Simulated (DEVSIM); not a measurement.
System: illuminated Si n-on-p cell, one wavelength, at 400 K.

Layer 1 from the left is Si, thickness (μm) 0.190, Nd (cm⁻³) 2.8e18, τn (s) 2.8e-5, τp (s) 4.5e-5, absorption coefficient (cm⁻¹) 13000. Layer 2 from the left is Si, thickness (μm) 92.0, Na (cm⁻³) 2.3e16, τn (s) 0.00025, τp (s) 0.00025, absorption coefficient (cm⁻¹) 13000.

Left contact: ohmic, minority hole recombination velocity 10000 cm/s. Right contact: ohmic, minority electron recombination velocity 400 cm/s. Voltage is applied to the left contact. Recombination: SRH at mid-gap, radiative, Auger. Light enters at the left, 3.3e17 photons cm⁻² s⁻¹, one pass, no reflection. Mobility is μmin + (μ − μmin)/(1 + (N/Nref)^α).

Constants are typed, rounded textbook-type inputs, not results; the design itself was drawn at random and stands for no fabricated device. Values at 300 K; Nc and Nv go as T^1.5, mobilities as T to minus their exponent, the gap by Varshni's rule with the affinity fixed.

Si: gap (eV) 1.124, affinity (eV) 4.05, permittivity 11.7, Nc (cm⁻³) 2.86e19, Nv (cm⁻³) 3.1e19, μn (cm²/Vs) 1417, μp (cm²/Vs) 470, μn,min 52, μp,min 45, Nref,n 9.7e16, Nref,p 2.2e17, αn 0.68, αp 0.72, T exponent of μn 2.3, T exponent of μp 2.2, B (cm³/s) 4.7e-15, Cn (cm⁶/s) 2.8e-31, Cp (cm⁶/s) 9.9e-32, Varshni α (eV/K) 0.000473, Varshni β (K) 636.

Model (solved in DEVSIM): 1D drift-diffusion, Boltzmann statistics, complete ionisation; no tunnelling, impact ionisation, image-force lowering or self-heating.

**Question.** What does the simulation give for the share of generated pairs collected at short circuit, the dark forward voltage at 100 A/cm², the short-circuit current, the dark forward voltage at 1 A/cm²?

**Answer.** share of generated pairs collected at short circuit 0.991; dark forward voltage at 100 A/cm² 0.756 V; short-circuit current 52.4 mA/cm²; dark forward voltage at 1 A/cm² 0.559 V.
